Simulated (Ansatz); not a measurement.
Ansatz (a program for electronic structure) run on LuHg (P4mm, 2 atoms in the cell): self-consistent single point

Method of the run: LDA (PW92), default PAW files made with PBE (plane waves; Ansatz).

Input as run:

Ansatz 0.2 input:
```yaml
# LuHg
crystal:
  lattice:
    - [3.62808000, 0.00000000, 0.00000000]
    - [0.00000000, 3.62808000, 0.00000000]
    - [0.00000000, 0.00000000, 3.62808000]
  atoms:
    - { symbol: Lu, position_ang: [1.81404000, 1.81404000, 1.86403857] }
    - { symbol: Hg, position_ang: [0.00000000, 0.00000000, 0.00000000] }
basis:
  ecutwfc: 30.9 Ry
kpoints:
  mp_grid: { grid: [9, 9, 9] }
hamiltonian:
  xc: lda
  pseudopotentials: { kind: paw }
scf:
  occupations: { method: gaussian, width: 0.0073 Ry }
output:
  forces: true
  eigenvalues: true
  stress: true
```

Log, with long lists cut:

```
WARN ansatz: RAYON_NUM_THREADS=1 ignored (pool sized by the plan → 1); use --threads N
Pseudopotentials: kind: paw
Pseudopotential: Lu, paw, valence charge 25
Pseudopotential: Hg, paw, valence charge 20
Crystal: 2 atoms, lattice volume = 47.756 Å³
Basis set: ecut = 420.4159175005146 eV, 925 PW (Γ)
Bands: 27, of which v1, the nominal top of the filled ones, is band 23 counted from 1 (22 counted from 0)
Symmetry: 8 space group operations
Space group: P4mm (ITA 99), of the structure as read, at distance tolerance 3.6e-5 Å
k-points: 75 of 729 (time reversal used)
PAW frozen core: Lu, regenerated for the run's functional, and the local potential with it
PAW frozen core: Hg, regenerated for the run's functional, and the local potential with it
Initial density: superposition of atomic densities (neutral atoms: chi_scale 0, normalization atom), corrected by the library's trained network
Initial wavefunctions: pseudopotential atomic-orbital guess
Eigensolver: davidson
Functional: x = slater, c = lda
SCF iter   1: F=—  HF=-28016.503493 eV  |F-HF|=—  |Δ(HF+E_count)|=         —  Δρ=4.17e-3  dr2=3.27e-3  ethr=1.77e-3  ⟨swp⟩=5.3  Hψ=10180  notcnv=0
all-band conjugate gradients solve this SCF's bands
preconditioner: auto → Resta (q_TF=auto, 2.701 Å⁻¹)
SCF iter   2: F=—  HF=-28016.501562 eV  |F-HF|=—  |Δ(HF+E_count)|=   1.93e-3  Δρ=2.16e-3  dr2=8.25e-4  ethr=7.26e-6  ⟨swp⟩=3.1  Hψ=5577  notcnv=0
SCF iter   3: F=—  HF=-28016.501503 eV  |F-HF|=—  |Δ(HF+E_count)|=   5.91e-5  Δρ=1.13e-3  dr2=1.72e-4  ethr=1.83e-6  ⟨swp⟩=2.1  Hψ=3554  notcnv=0
SCF iter   4: F=—  HF=-28016.501461 eV  |F-HF|=—  |Δ(HF+E_count)|=   4.23e-5  Δρ=3.17e-4  dr2=2.52e-5  ethr=3.83e-7  ⟨swp⟩=2.8  Hψ=4209  notcnv=0
SCF iter   5: F=—  HF=-28016.501464 eV  |F-HF|=—  |Δ(HF+E_count)|=   3.73e-6  Δρ=8.48e-5  dr2=2.75e-6  ethr=5.59e-8  ⟨swp⟩=2.1  Hψ=3496  notcnv=0
SCF iter   6: F=—  HF=-28016.501464 eV  |F-HF|=—  |Δ(HF+E_count)|=   1.10e-8  Δρ=1.23e-5  dr2=3.73e-8  ethr=2.22e-10  ⟨swp⟩=8.3  Hψ=15459  notcnv=0
SCF iter   7: F=-28016.501465 eV  HF=-28016.501465 eV  |F-HF|=3.11e-8  |Δ(HF+E_count)|=   8.31e-8  Δρ=4.88e-6  dr2=9.14e-9  ethr=8.30e-11  ⟨swp⟩=5.6  Hψ=8816  notcnv=0
SCF 1 converged in 7 iterations: F = -28016.501465 eV  dr2 = 9.14e-9
SCF converged after 7 iterations
Free energy (F): -28016.501465 eV
Harris-Foulkes:  -28016.501465 eV  (|F-HF|=3.11e-8)
Internal energy: -28016.493597 eV  (E = F + TS)
E sigma→0 (E₀):  -28016.497531 eV
Entropy (-TS):   -0.007868 eV (-3.934 meV/atom)
Fermi energy:    16.148094 eV
--- Per-component energies (eV) ---
  E_band       = -337.796498
  E_kinetic    = 1022.026864
  E_local      = -8833.409656  (includes V_loc(G=0)·N_el)
  E_nonlocal   = 665.066401
  E_hartree    = 3714.629957
  E_xc         = -436.295928
  E_vxc        = -521.122509  (∫ρ·V_xc dr)
  E_paw        = -16789.475858  (= ΣΔE_a)
  E_vpaw       = -99.615544  (= ΣTr[D̂ρ^β])
  E_aug_tail   = 0.000872  (compensation charges beyond the density's cutoff)
  E_ewald      = -7361.930976
  E_core_change = 2.894728  (= ΣΔE_core)
  E_smearing   = -0.007868  (= −TS)
  E_closure    = 0.000000  (closes the sum)
  Σ components = -28016.501465   (vs F -28016.501465, Δ=0.00e0)
--- Forces (eV/Å), atoms counted from 1 ---
  atom   1  Lu     0.00000000     0.00000000    -0.08847694
  atom   2  Hg    -0.00000000     0.00000000     0.08847934
  max |Σ_I F_I| component: 2.40e-6 eV/Å
--- Stress (GPa, compression-positive) ---
       -5.309336       0.000000      -0.000000
        0.000000      -5.309336       0.000000
       -0.000000       0.000000      -5.326617
  P = ⅓ Tr σ = -5.3151 GPa (-53.151 kbar)
  The stress holds the Pulay correction. Without it, at fixed plane waves, as pw.x and ABINIT print it: P = -5.3601 GPa
--- Band table (eV; the first three rows and the last of 75) ---
  k-point 0: bands = ["-99.5775", "-47.8328", "-47.8328", "-47.8323", "-40.7406", "-11.3370", "-11.3370", "-11.3367", "7.4218", "8.2374", "8.2399", "8.8797", "8.8820", "8.8820", "10.4635", "10.4635", "10.4635", "10.4672", "10.4672", "10.4673", [...]
  k-point 1: bands = ["-99.5775", "-47.8327", "-47.8327", "-47.8327", "-40.7400", "-11.3575", "-11.3356", "-11.3356", "7.6061", "8.2543", "8.3077", "8.8617", "8.8617", "8.8830", "10.4629", "10.4664", "10.4664", "10.4669", "10.4727", "10.4727", [...]
  k-point 2: bands = ["-99.5775", "-47.8337", "-47.8327", "-47.8327", "-40.7384", "-11.4096", "-11.3320", "-11.3320", "8.0812", "8.2973", "8.5523", "8.8112", "8.8112", "8.8915", "10.4530", "10.4735", "10.4735", "10.4760", "10.4860", "10.4860", [...]
  k-point 74: bands = ["-99.5774", "-47.8355", "-47.8355", "-47.8350", "-40.7262", "-11.4663", "-11.4663", "-11.4659", "8.4461", "8.4796", "8.4804", "9.2941", "9.2947", "10.4014", "10.4590", "10.4595", "10.4596", "10.4878", "10.4878", "10.4888", [...]
```

The run converged in 7 iterations.

The starting cell comes from a database of computed structures (which also holds hypothetical and non-ambient phases and stackings), without a prior relaxation at this level. Its lattice was rescaled by up to half a per cent. One atom was moved a little off its site on purpose. Spin-orbit coupling is off. With a pressure of about -5 GPa the cell is away from its equilibrium volume at this level. Ansatz's pressure includes its estimate of the finite-basis (Pulay) stress.
